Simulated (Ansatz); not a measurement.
This Ansatz (a program for electronic structure) input is the reference run, HfO2 in the fluorite structure (space group Fm-3m, No. 225), computed with Kohn–Sham DFT with the PBEsol functional, run in Ansatz with PAW and 420 eV plane waves, no SOC:

Ansatz 0.2 input:
```yaml
crystal:
  lattice:
    - [0, 2.5218789314, 2.5218789314]
    - [2.5218789314, 0, 2.5218789314]
    - [2.5218789314, 2.5218789314, 0]
  atoms:
    - { symbol: Hf, position: [0, 0, 0] }
    - { symbol: O, position: [0.25, 0.25, 0.25] }
    - { symbol: O, position: [0.75, 0.75, 0.75] }
basis: { ecutwfc: 420, ecutrho_ratio: 4, xc_grid: 2, fft_grid_basis: typed }
kpoints: { mp_grid: { grid: [11, 11, 11] } }
hamiltonian:
  xc: pbesol
  dispersion: none
  pseudopotentials: { kind: paw }
scf: { occupations: { method: fermi_dirac, width: 0.05 }, convergence: { dr2_threshold: 0.0000000003 } }
output: { forces: true, stress: true }
checkpoint: { write: state.ck, write_every: 1000 }
```

**Question.** Write the input for this change: uniaxial strain ε_zz = +3.00 %, all other strain components held at zero, atoms relaxed at fixed cell.

**Answer.** 
Ansatz 0.2 input:
```yaml
crystal:
  lattice:
    - [0, 2.5218789314, 2.5975352993]
    - [2.5218789314, 0, 2.5975352993]
    - [2.5218789314, 2.5218789314, 0]
  atoms:
    - { symbol: Hf, position: [0, 0, 0] }
    - { symbol: O, position: [0.25, 0.25, 0.25] }
    - { symbol: O, position: [0.75, 0.75, 0.75] }
basis: { ecutwfc: 420, ecutrho_ratio: 4, xc_grid: 2, fft_grid_basis: typed }
kpoints: { mp_grid: { grid: [11, 11, 11] } }
hamiltonian:
  xc: pbesol
  dispersion: none
  pseudopotentials: { kind: paw }
scf: { occupations: { method: fermi_dirac, width: 0.05 }, convergence: { dr2_threshold: 0.0000000003 } }
relax: { f_tol: 0.005, max_steps: 50 }
output: { forces: true, stress: true }
checkpoint: { write: state.ck, write_every: 1000 }
```
This is the input that was run.

Whether these cells are dynamically stable was not tested. This is not the structure that HfO2 has at room temperature and ambient pressure.
